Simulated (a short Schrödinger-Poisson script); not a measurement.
Stack: MOS inversion layer, Al2O3 on p-type In0.53Ga0.47As, at 300 K.

```tsv
layer	material	thickness (nm)	Na (cm⁻³)
1	Al2O3	6.6	-
2	In0.53Ga0.47As	230	3e18
```

Constants are typed, rounded textbook-type inputs, not results; the design itself was drawn at random and stands for no fabricated device. Al2O3: permittivity 9, conduction-band edge (eV) 3.16, gap (eV) 6.8, electron mass (mₑ) 0.3. In0.53Ga0.47As: permittivity 13.9, conduction-band edge (eV) 0, gap (eV) 0.74, Nv at 300 K (cm⁻³) 7.7e18.

Channel valleys (confinement mass, in-plane density-of-states mass, number): Γ 0.041, 0.041, 1. At the gate the conduction-band edge of layer 1 lies 3.49 eV − eVg above the Fermi level of the channel; the field vanishes at the back. Gaps are held at their typed values at every temperature. Mesh 0.03 nm at interfaces.

From a short Schrödinger-Poisson script (our own, NumPy): 1D Poisson equation in equilibrium, electrons classical, Boltzmann, parabolic valleys, classical holes, full ionisation, no traps, pinning or gate leakage.

The same stack at other levels of the model or other numerical settings:

```
run                                                                  sheet density of all electrons at Vg = 2.5 V (cm⁻²)  capacitance at Vg = 2.5 V (μF/cm²)  centroid of the channel electrons at Vg = 2.5 V (nm)  gate voltage at 1e11 electrons/cm² (V)  rough cost against the base
-------------------------------------------------------------------  ---------------------------------------------------  ----------------------------------  ----------------------------------------------------  --------------------------------------  ---------------------------
base                                                                                                             8.53e12                                1.17                                                  0.26                                    1.20                      about 1
electrons treated as classical, Fermi-Dirac                                                                      4.06e12                               0.793                                                   ___                                     ___                            5
electrons treated as quantum, Hartree                                                                            3.91e12                               0.799                                                  2.16                                    1.53                           20
electrons treated as quantum, Hartree plus LDA exchange-correlation                                              4.05e12                               0.805                                                  2.14                                    1.52                           30
mesh six times as coarse                                                                                             ___                                1.16                                                  0.35                                    1.21                          0.6
```

**Question.** What belongs in the gaps?

**Answer.** 
- mesh six times as coarse, sheet density of all electrons at Vg = 2.5 V (cm⁻²): 8.38e12
- electrons treated as classical, Fermi-Dirac, gate voltage at 1e11 electrons/cm² (V): 1.26
- electrons treated as classical, Fermi-Dirac, centroid of the channel electrons at Vg = 2.5 V (nm): 1.71

The classical rows ignore confinement, and Boltzmann statistics overrate the density once the band edge passes the Fermi level.

Above a few 1e12 electrons/cm² a light Γ valley is non-parabolic and upper valleys begin to fill, which the model leaves out.
